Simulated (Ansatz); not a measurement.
## C on the 1x1 (110) surface of bcc Ta, one in a 2x1 cell, started at the site 'top Ta'

Method: PBE (plane waves to 420 eV, PAW; Ansatz, a quantum-chemistry and plane-wave program).

Model: 9-atom slab, 6.8 Å thick at the start under the adsorbate (thin: gaps and levels are the slab's own), 5x10x1 mesh, Fermi-Dirac 0.1 eV, dipole correction, 4 atoms held, the rest relaxed; symmetry of the start imposed; spin-polarised, no spin-orbit, no U, no dispersion correction. At the end it is bonded to Ta. In PBE this state lies 4.55 eV over the lowest of the starts that converged ('hollow Ta-Ta-Ta').

```
Property                                                                                                                  Result
--------------------------------------------------------------------------------------  ----------------------------------------
adsorption energy against an atom of graphite                                                                         357 kJ/mol
work function of the top face                                                                                            5.94 eV
change of the work function                                                                                              1.17 eV
change of the step from the bottom to the top vacuum level, against the clean slab                                       1.21 eV
energy released by relaxation                                                                                            1.44 eV
height of the binding atom over the mean of the host atoms within 0.3 Å of the top one                                   1.850 Å
magnetic moment of the cell                                                                                              0.28 μB
nearest host atoms of the binding atom                                                  Ta at 1.94 Å, Ta at 3.37 Å, Ta at 4.48 Å
largest move of a host atom                                                                                               0.14 Å
cost                                                                                                very roughly 15 core-minutes
```

A negative adsorption energy means that the adsorbate is more stable on the surface than in its reference.
